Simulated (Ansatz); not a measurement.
For B20 (FeSi-type) FeGe, PBE (PAW; Ansatz, a quantum-chemistry and plane-wave program) gives:

```
Item                            Value
---------------------  --------------
lattice parameter a           4.664 Å
enthalpy of formation  -0.088 eV/atom
magnetic moment               1.16 μB
```

What does HSE06 in Ansatz (PAW) give for the same quantities?


- lattice constant a: 4.804 Å (rises by 3.0 %)
- formation enthalpy: 0.136 eV/atom (moves by +0.224 eV/atom)
- magnetic moment: 2.78 μB (rises by 1.62 μB)

For comparison: lattice constant a 4.699 Å (measured, 295 K, not corrected to a static lattice, sources range from 4.689 to 4.699; as tabulated in Wilhelm et al. (2007), arXiv:cond-mat/0703031).

Changes are worked out from the printed values.

Unless a cell is named, each level is at its own relaxed cell (PBE 12.68, HSE06 13.86 Å³/atom).

Spin-polarised runs: PBE (parallel moments), HSE06 (parallel moments).

Ansatz's density-functional and Hartree–Fock values are scalar-relativistic unless marked +SOC, with PAW data made under PBE.
